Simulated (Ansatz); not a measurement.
The reference is BN in the zinc blende structure (space group F-43m, No. 216; a = 3.581 Å).

Computed with Kohn–Sham DFT with the LDA functional, run in Ansatz (a program for electronic structure) with PAW and 420 eV plane waves, no spin-orbit coupling.

For the base:

The electron mass comes out as 0.90 mₑ along k, 0.30 mₑ across (at X) and the width of the top valence band is 6.77 eV. The volume per atom comes out as 5.74 Å³ and the band gap is 4.39 eV. The smallest direct gap is 8.83 eV.

The change: cell and atoms relaxed at a pressure of 9 GPa.

**Question.** What happens to the electron mass, width of the top valence band, volume per atom, band gap and smallest direct gap?

**Answer.** The electron mass goes from 0.90 mₑ along k, 0.30 mₑ across (at X) to 0.89 mₑ along k, 0.30 mₑ across (at X); the width of the top valence band goes up by 0.156 eV to 6.92 eV; the volume per atom shrinks by 0.12 Å³ (5.74 Å³ → 5.62 Å³); the band gap grows by 0.03 eV, from 4.39 eV to 4.42 eV; the smallest direct gap rises by 0.10 eV (8.83 eV → 8.93 eV).

Load acts through the strain it causes; cell and atoms are relaxed under it. Masses are band curvatures over ±0.01 Å⁻¹ around the edge. Along k means along the line from Γ to the band edge. Stability against distortions was not tested. No other phases were tried under pressure.
